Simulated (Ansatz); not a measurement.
**Convergence series on GaPt3 (P4/mbm, 8 atoms in the cell)**

```xyz
8
Lattice="5.5858 0.0000 0.0000 0.0000 5.5858 0.0000 0.0000 0.0000 3.9375" Properties=species:S:1:pos:R:3 pbc="T T T"
Ga     0.0000     2.7929     1.9688
Ga     2.7929     0.0000     1.9688
Pt     4.2595     1.4666     0.0000
Pt     1.3264     4.1193     0.0000
Pt     4.1193     4.2595     0.0000
Pt     1.4666     1.3264     0.0000
Pt     2.7929     2.7929     1.9688
Pt     0.0000     0.0000     1.9688
```

Method: r2SCAN, default PAW files made with PBE (plane waves; Ansatz, a program for electronic structure).

The starting cell comes from a database of computed structures (which also holds hypothetical and non-ambient phases and stackings), without a prior relaxation at this level. Spin polarisation is off. In the base run, with a pressure of about -6 GPa the cell is away from its equilibrium volume at this level. Ansatz's pressure includes its estimate of the finite-basis (Pulay) stress.

Held fixed: kpoints.mp_grid.grid = 5 5 7; hamiltonian.xc = r2scan; hamiltonian.pseudopotentials = {kind: paw} (the program's default PAW files); scf.occupations.method = fermi_dirac; scf.occupations.width = 0.136 eV.

ΔF is the free energy per atom less that of the last row (1000 eV).

The first pressure column holds Ansatz's estimate of the finite-basis (Pulay) stress, which hides part of the cutoff error; the other is without it.

```tsv
basis.ecutwfc	ΔF (meV/atom)	pressure (GPa)	largest force (eV/Å)	pressure at a fixed set of plane waves (GPa)	plane waves	iterations
200 eV	10455.1	-13.50	0.421	-506.82	777	10
250 eV	1510.5	0.10	0.021	-113.41	1067	9
300 eV	146.9	-5.96	0.008	-21.23	1459	9
350 eV	14.4	-6.03	0.010	-7.22	1813	9
400 eV	6.4	-5.95	0.012	-6.07	2233	9
450 eV	4.4	-5.96	0.013	-6.08	2713	9
500 eV	2.9	-5.96	0.013	-6.03	3147	9
575 eV	1.91	-5.95	0.013	-5.98	3891	9
650 eV	1.48	-5.96	0.013	-5.98	4621	9
750 eV	1.04	-5.97	0.013	-5.99	5761	9
875 eV	0.40	-5.97	0.013	-6.00	7307	9
1000 eV	0.00	-5.97	0.013	-5.98	8821	9
```

Largest force within 0.01 eV/Å of the last row: from basis.ecutwfc = 250 eV on; the one before it is off by 0.41 eV/Å. The value it settles on is 0.013 eV/Å at this level of theory and with the other settings as held.

Keys are those of Ansatz 0.2.
